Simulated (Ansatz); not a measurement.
Ansatz (a quantum-chemistry and plane-wave program), DFT, PBE, plane waves, its default PAW files, spin-polarised: bcc Fe, 1 atom, spin-polarised from a ferromagnetic start (3 μB on Fe). Basis and mesh were picked for this test and aren't claimed converged.

```
Item                                                                        Value
---------------------------------------  ----------------------------------------
cell                                     2.48, 2.48, 2.48 Å; 109.5, 109.5, 109.5°
task                                                                 single point
k mesh                                                                   20×20×20
hamiltonian.xc                                                                pbe
kind of files                                                                 paw
scf.occupations.method                                                fermi_dirac
scf.occupations.width                                                      0.1 eV
output.forces                                                                true
magnetization.spin_polarized                                                 true
accuracy                                                         medium (default)
basis.precision                                                    auto (default)
basis.xc_grid                                                         2 (default)
scf.eigensolver.kind                                               auto (default)
scf.mixing.algorithm                                               auto (default)
scf.mixing.preconditioner                                          auto (default)
scf.convergence.dr2_threshold                                     1e-07 (default)
scf.lower_state_search                                            light (default)
k-points after symmetry (for each spin)                                       256
bands at the start                                                             14
electrons                                                                      16
plane waves at Γ                                                              225
cutoff (eV)                                                                   420
FFT grid                                                                 18×18×18
symmetry operations                                                            48
```

Hardware: AMD EPYC (Zen 5), 96 cores on 1 socket, no SMT, 12 L3 cache groups.

Times are wall-clock medians of two to five repeats, from the common launch until the last copy ends, with nothing else on the machine. Processes are pinned to neighbouring cores unless said otherwise. Build: release build for x86-64 with AVX-512, one process with threads. Other compilers and libraries give other times. Scratch files lie in a memory file system.

Ways to fill 96 cores (the node offers 329 GiB):
- 2 copies of 48 threads, --max-ram 122880MiB
- 24 copies of 4 threads, --max-ram 10240MiB
- 6 copies of 16 threads, --max-ram 40960MiB
- 3 copies of 32 threads, --max-ram 81920MiB
- 12 copies of 8 threads, --max-ram 20480MiB
- 96 threads, --max-ram 200GiB
- 48 copies of 2 threads, --max-ram 5120MiB
- 4 copies of 24 threads, --max-ram 61440MiB

Task: Many such jobs are to be run on this machine. Which way of sharing its cores gives the most finished jobs an hour?

Result: 48 copies of 2 threads, --max-ram 5120MiB: 79000 jobs an hour. At the low end 96 threads, --max-ram 200GiB gives 5100. The best is the narrowest job tried, and narrower ones have no timing here.

```csv
way,time till all copies end,jobs an hour,"memory in all, scratch files included"
"48 copies of 2 threads, --max-ram 5120MiB",2.2 s,79000,6.7 GiB
"24 copies of 4 threads, --max-ram 10240MiB",1.2 s,72000,3.6 GiB
"12 copies of 8 threads, --max-ram 20480MiB",0.76 s,57000,1.9 GiB
"6 copies of 16 threads, --max-ram 40960MiB",0.61 s,35000,1.1 GiB
"4 copies of 24 threads, --max-ram 61440MiB",0.58 s,25000,0.81 GiB
"3 copies of 32 threads, --max-ram 81920MiB",0.58 s,19000,0.67 GiB
"2 copies of 48 threads, --max-ram 122880MiB",0.59 s,12000,0.51 GiB
"96 threads, --max-ram 200GiB",0.71 s,5100,0.56 GiB
```

Keys are those of Ansatz 0.2.
